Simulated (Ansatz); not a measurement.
NbAu₂ (P6/mmm): resistivity and electron-phonon coupling

Consider the following.

```xyz
3
Lattice="4.6217 0.0000 0.0000 -2.3108 4.0025 0.0000 0.0000 0.0000 2.7283" Properties=species:S:1:pos:R:3 pbc="T T T"
Nb     0.0000     0.0000     0.0000
Au     2.3108     1.3342     1.3641
Au     0.0000     2.6683     1.3641
```

The numbers are results of PBEsol, DFPT electron-phonon coupling, linearised Boltzmann equation (plane waves, PAW, scalar-relativistic; Ansatz, a program for electronic structure), not measurements. Cell: relaxed with this functional, without spin-orbit coupling.

```
Item                                                                                                          Value
----------------------------------------------------------------------------------  -------------------------------
resistivity at 300 K                                                                  25 (x), 25 (y), 9.5 (z) μΩ·cm
electron mean free path at 300 K (weighted by the current that each state carries)  12.1 (x), 12.1 (y), 10.2 (z) nm
density of states at the Fermi level                                                     0.44 states/(eV·spin·cell)
Drude plasma energy                                                                    3.1 (x), 3.1 (y), 6.8 (z) eV
```

A metal at this level (no band gap). Only scattering by harmonic phonons is included (no impurities, grain boundaries, electron-electron scattering or thermal expansion). Spin-orbit coupling is left out, which matters with elements this heavy. Halving the electron mesh (20x20x32) moves the resistivity by up to 6 % at 300 K, the mean free path by up to 7 %. Smearing 0.20 eV; phonons on a 4x4x5 q mesh, which this run doesn't test and which matters most at low temperature.

Formula and space group known from diffraction (Crystallography Open Database), not checked to be the room-temperature form: NbAu2 (P6/mmm).
